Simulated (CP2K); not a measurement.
# A self-consistent single point of CsH (Fm-3m, 2 atoms in the cell) with CP2K

Level of theory: LDA (Pade form), GPW, DZVP-MOLOPT-SR-GTH basis, GTH-PADE potentials (GTH_POTENTIALS) (CP2K 2026.2).

The input file:

```
&GLOBAL
  PROJECT bulk
  RUN_TYPE ENERGY_FORCE
  PRINT_LEVEL MEDIUM
&END GLOBAL
&FORCE_EVAL
  METHOD Quickstep
  STRESS_TENSOR ANALYTICAL
  &DFT
    BASIS_SET_FILE_NAME BASIS_MOLOPT
    POTENTIAL_FILE_NAME GTH_POTENTIALS
    &QS
      METHOD GPW
      EPS_DEFAULT 1E-11
    &END QS
    &MGRID
      CUTOFF 500
      REL_CUTOFF 50
      NGRIDS 5
    &END MGRID
    &SCF
      SCF_GUESS ATOMIC
      EPS_SCF 1E-6
      MAX_SCF 100
      ADDED_MOS 4
      &DIAGONALIZATION
        ALGORITHM STANDARD
      &END DIAGONALIZATION
      &MIXING
        METHOD BROYDEN_MIXING
        ALPHA 0.3
        NBUFFER 10
        BETA 1.5
      &END MIXING
      &SMEAR ON
        METHOD GAUSSIAN
        SIGMA [eV] 0.1
      &END SMEAR
    &END SCF
    &KPOINTS
      SCHEME MONKHORST-PACK 5 5 5
    &END KPOINTS
    &XC
      &XC_FUNCTIONAL PADE
      &END XC_FUNCTIONAL
    &END XC
    &PRINT
      &MO
        EIGENVALUES T
        OCCUPATION_NUMBERS T
        NDIGITS 8
        FILENAME mo
        &EACH
          QS_SCF 0
        &END EACH
        ADD_LAST NUMERIC
      &END MO
      &MULLIKEN ON
      &END MULLIKEN
    &END PRINT
  &END DFT
  &SUBSYS
    &CELL
      A 4.50851300 0.00000000 0.00000000
      B 2.25425600 3.90448700 0.00000000
      C 2.25425600 1.30149600 3.68118500
      PERIODIC XYZ
    &END CELL
    &COORD
      SCALED
      Cs       0.00000000     0.00000000     0.00000000
      H        0.50000000     0.50000000     0.50000000
    &END COORD
    &KIND Cs
      BASIS_SET DZVP-MOLOPT-SR-GTH-q9
      POTENTIAL GTH-PADE-q9
    &END KIND
    &KIND H
      BASIS_SET DZVP-MOLOPT-SR-GTH-q1
      POTENTIAL GTH-PADE-q1
    &END KIND
  &END SUBSYS
  &PRINT
    &FORCES ON
    &END FORCES
    &STRESS_TENSOR ON
    &END STRESS_TENSOR
  &END PRINT
&END FORCE_EVAL
```

Output (repeated stretches shortened):

```
 GLOBAL| Method name                                                        CP2K
 GLOBAL| Project name                                                       bulk
 GLOBAL| Run type                                                   ENERGY_FORCE

 CELL| Volume [angstrom^3]:                                            64.801484
 CELL| Vector a [angstrom]:       4.509     0.000     0.000   |a| =     4.508513
 CELL| Vector b [angstrom]:       2.254     3.904     0.000   |b| =     4.508513
 CELL| Vector c [angstrom]:       2.254     1.301     3.681   |c| =     4.508512
 CELL| Angle (b,c), alpha [degree]:                                    59.999997
 CELL| Angle (a,c), beta  [degree]:                                    60.000004
 CELL| Angle (a,b), gamma [degree]:                                    60.000007
 CELL| Numerically orthorhombic:                                              NO
 CELL| Periodicity                                                           XYZ

 DFT| Spin restricted Kohn-Sham (RKS) calculation                            RKS
 DFT| Multiplicity                                                             1
 DFT| Number of spin states                                                    1
 DFT| Charge                                                                   0
 DFT| XC density smoothing                                                  NONE
 DFT| XC derivatives                                                          PW

 QS| Method:                                                                 GPW
 QS| Density plane wave grid type                        NON-SPHERICAL FULLSPACE
 QS| Number of grid levels:                                                    5
 QS| Density cutoff [a.u.]:                                                250.0
 QS| Multi grid cutoff [a.u.]: 1) grid level                               250.0
   [... lines left out ...]
 BRILLOUIN| Wavefunction type                                            COMPLEX
 BRILLOUIN| List of Kpoints [2 Pi/Bohr]                                       63
 BRILLOUIN| Number           Weight            X              Y              Z
 BRILLOUIN|     1           0.01600       -0.40000       -0.40000       -0.40000
 BRILLOUIN|     2           0.01600       -0.40000       -0.40000       -0.20000
 BRILLOUIN|     3           0.01600       -0.40000       -0.40000        0.00000
   [... 60 lines left out ...]
 *******************************************************************************

 Extrapolation method: initial_guess

 Re-scaling the density matrix to get the right number of electrons
                  # Electrons              Trace(P)               Scaling factor
                           10                10.000                        1.000

 Number of electrons:                                                         10
 Number of occupied orbitals:                                                  5
 Number of molecular orbitals:                                                 9

 Number of orbital functions:                                                 19
 Number of independent orbital functions:                                     19
 SCF WAVEFUNCTION OPTIMIZATION

  Step     Update method      Time    Convergence         Total energy    Change
     1 NoMix/Diag. 0.30E+00      -     2.41651715       -20.7559448677 -2.08E+01
     2 Broy./Diag. 0.30E+00      -     0.01203035       -20.9070586738 -1.51E-01
     3 Broy./Diag. 0.30E+00      -     0.06133019       -20.8015593147  1.05E-01
     4 Broy./Diag. 0.30E+00      -     0.02354355       -20.7738225909  2.77E-02
     5 Broy./Diag. 0.30E+00      -     0.01076573       -20.7721315549  1.69E-03
     6 Broy./Diag. 0.30E+00      -     0.00086318       -20.7720239050  1.08E-04
     7 Broy./Diag. 0.30E+00      -     0.00055456       -20.7712602607  7.64E-04
   [... 3 lines left out ...]
    11 Broy./Diag. 0.30E+00      -     0.00001241       -20.7699990719  5.37E-05
    12 Broy./Diag. 0.30E+00      -     0.00002554       -20.7699655273  3.35E-05
    13 Broy./Diag. 0.30E+00      -     0.00000322       -20.7699571097  8.42E-06
    14 Broy./Diag. 0.30E+00      -     0.00000399       -20.7699574155 -3.06E-07
    15 Broy./Diag. 0.30E+00      -     0.00000011       -20.7699564413  9.74E-07
  *** SCF run converged in    15 steps ***

  Electronic density on regular grids:        -10.0000000000        0.0000000000
  Core density on regular grids:                9.9999999999       -0.0000000001
  Total charge density on r-space grids:       -0.0000000001
  Total charge density g-space grids:          -0.0000000001

  Overlap energy of the core charge distribution:               0.00000000000000
  Self energy of the core charge distribution:                -43.72469272495112
  Core Hamiltonian energy:                                      8.63364991427246
  Hartree energy:                                              17.78934594862378
  Exchange-correlation energy:                                 -3.46825957922361
  Smearing free energy correction:                             -0.00000000000000
  Fermi energy:                                                 0.10953936610996

  Total energy:                                               -20.76995644127849
  Total energy (extrapolated to sigma->0):                    -20.76995644127849

                     Mulliken Population Analysis

 #  Atom  Element  Kind  Atomic population                           Net charge
       1     Cs       1          9.057033                             -0.057033
       2     H        2          0.942967                              0.057033
 # Total charge                             10.000000                  0.000000

 ENERGY| Total FORCE_EVAL ( QS ) energy [hartree]            -20.769956620937094

 FORCES| Atomic forces [hartree/bohr]
 FORCES|   Atom     x               y               z               |f|
 FORCES|      1  4.52938991E-15 -5.20055492E-16 -9.39404127E-15   1.04419271E-14
 FORCES|      2 -1.40856033E-15 -3.11624271E-16  3.67619733E-17   1.44308813E-15
 FORCES| Sum     3.12082957E-15 -8.31679763E-16 -9.35727929E-15
 FORCES| Total atomic force                                       9.89898703E-15

 STRESS| Analytical stress tensor [bar]
 STRESS|                        x                   y                   z
 STRESS|      x       -4.96769445377E+03   2.84086137195E-02   2.00884060624E-02
 STRESS|      y        2.84086137195E-02  -4.96805260917E+03   7.70669558001E-01
 STRESS|      z        2.00884060624E-02   7.70669558001E-01  -4.96820196554E+03
 STRESS| 1/3 Trace                                            -4.96798300949E+03
```

The run converged in 15 iterations.

The starting cell comes from a database of published, mostly measured structures (it also holds non-ambient and calculated ones), without a prior relaxation at this level. Values carry the incompleteness of an atom-centred basis.

Cost on one core of a shared machine: roughly 40 s.
